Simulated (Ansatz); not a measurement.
Consider this model of amorphous Hf₁₈O₃₉Sc₂.

```xyz
59
Lattice="8.9807 0.0124 -0.2239 0.0124 9.0601 -0.0638 -0.2239 -0.0638 9.1252" Properties=species:S:1:pos:R:3 pbc="T T T"
Hf     5.6977     7.2786     4.4306
Hf     8.2142     0.7731     5.4422
Hf     7.3433     5.9934     7.6432
Hf     6.1983     7.4163     1.2028
Hf     8.5913     2.4668     8.3306
Hf     4.9577     3.8789     8.5280
Hf     7.3239     1.3264     2.3516
Hf     2.0275     8.9587     3.8050
Hf     2.5413     1.6390     7.2312
Hf     3.8407     4.9265     5.8463
Hf     5.9345     0.5815     7.9354
Hf     0.3667     6.2604     5.2107
Hf     4.8392     1.3552     4.8072
Hf     0.7862     8.4980     0.2855
Hf     3.1379     2.2240     1.4566
Hf     2.8516     5.8562     2.1131
Hf     5.5033     4.0554     2.9902
Hf     3.6304     7.2992     7.9737
O      4.3814     1.9296    -0.1054
O      4.3060     5.7073     3.7643
O      4.2375     4.2186     1.3721
O      6.5300     2.5212     7.9218
O      1.5787     6.7364     0.9320
O      0.3885     2.2169     6.5847
O      5.8151     4.8518     6.8965
O      2.0547     8.6969     8.0450
O      6.7605     8.4745     3.0548
O      6.8691     1.9815     4.3349
O      5.6782     7.5641     8.1246
O      4.0876     8.6993     3.9391
O      8.7655     1.2471     0.8482
O      4.7554     3.4500     4.7442
O      4.2073     0.5376     6.8099
O      4.1494     6.9557     6.0175
O      7.0944     3.3179     1.8713
O      1.8299     6.9223     3.5855
O      2.0634     3.7646     2.4996
O      8.4237     4.4026     8.7428
O      4.1945     7.1376     1.0404
O      6.4083     5.4229     0.2868
O      2.5921     1.6057     5.0079
O      4.7829     1.9619     2.7209
O      3.6646     3.2136     6.9838
O      8.1253     7.2322     0.3671
O      8.8012     4.8110     3.5520
O      2.1470     0.4144     1.8970
O      0.2596     6.2922     7.1970
O      3.4379     5.3803     8.0060
O      8.0958     0.3160     7.6051
O      1.6200     2.3603     8.9470
O      6.2872     0.0178     5.7475
O      6.2877     0.3793     0.8267
O      6.5244     5.9690     2.7412
O      0.5796     8.3471     5.2470
O      1.8571     4.7627     5.4056
O      0.2059     1.3097     3.7722
O      7.2542     6.5023     5.4361
Sc     8.1465     5.0734     1.5409
Sc     1.0954     3.2935     4.2174
```

Method: PBE, scalar-relativistic without spin-orbit coupling (plane waves to 420 eV, PAW; Ansatz, a first-principles code).

The cell was made by melting and quenching with the CHGNet potential and then relaxed with DFT. O atoms were pushed apart under 1.9 Å during the dynamics, to hinder bonds among them. The hot cell started wider than the set density and was brought back towards it in steps. It is the lowest in DFT energy of 2 quenches. It is a model cell: composition and starting density were chosen by hand, and all elements were melted together. No dispersion term was used. Its density started from a set value of 8.55 and ended at 8.79 g/cm³. Cooling (nominally 450 K/ps over its main leg) ran many orders faster than in experiment, which tends to leave more defects and strain. A cell of this size samples the disorder only roughly. Volume and shape were free in the relaxation. On a 2×2×2 Γ-centred mesh force components of up to 0.13 eV/Å stay, since the relaxation ran on the zone centre alone.

Neighbours within Hf-Hf 3.34 Å, Hf-O 2.84 Å, Hf-Sc 3.38 Å, O-O 1.58 Å, O-Sc 2.60 Å, Sc-Sc 3.41 Å count as bonded. Two cations that share two anions don't count as bonded, nor two that share one unless they lie closer than Hf-Hf 3.25 Å, Hf-Sc 3.28 Å, Sc-Sc 3.32 Å.

Task: Give the coordination numbers, mean bond lengths and angles.

Result: 
```yaml
Mean coordination of Hf by anions: 6.56 (8 with 6, 10 with 7)
Mean coordination of O: 3.31 (2 with 2, 23 with 3, 14 with 4)
Mean coordination of Sc by anions: 5.50 (1 with 5, 1 with 6)
Mean Hf-O bond: 2.161 Å (spread 0.135 Å, 118 counted)
Mean O-Sc bond: 2.165 Å (spread 0.140 Å, 11 counted)
Bond angle at Hf: mean 102.0°, spread 29.1°
Bond angle at O: mean 112.4°, spread 17.0°
Bond angle at Sc: mean 102.2°, spread 30.3°
```

Task: List the pairs of like atoms that count as bonded by the rules above.

Result: There are none by these rules.
